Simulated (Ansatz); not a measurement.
Consider CdS in the wurtzite structure (space group P6_3mc, No. 186; a = 4.196 Å, c = 6.830 Å). Axes: x lies along a and z along c of the hexagonal cell.

Modification: compressive biaxial strain of 2.85 % in the plane normal to [001], as in epitaxy on a mismatched substrate; the out-of-plane cell vector and the atoms relax.

Levels (all Ansatz, a program for electronic structure, PAW): PBE (420 eV, no spin-orbit coupling); PBE+SOC (420 eV, spin-orbit coupling included).

The geometry is relaxed with PBE.

* **PBE band gap**: 1.06 eV
* **PBE pressure**: 1.79 GPa

### Question
Predict the hole mass, band gap and pressure from PBE+SOC.

### Answer
The hole mass is 1.7 mₑ out of plane, 0.24 mₑ in plane (at Γ); the band gap falls by 0.02 eV to 1.04 eV; the pressure stays essentially unchanged (1.79 GPa against 1.73 GPa).

Single points use the geometry relaxed with PBE. The spin-orbit shifts are approximate. Effective masses come from finite differences of ±0.01 Å⁻¹. Stability against distortions was not tested.
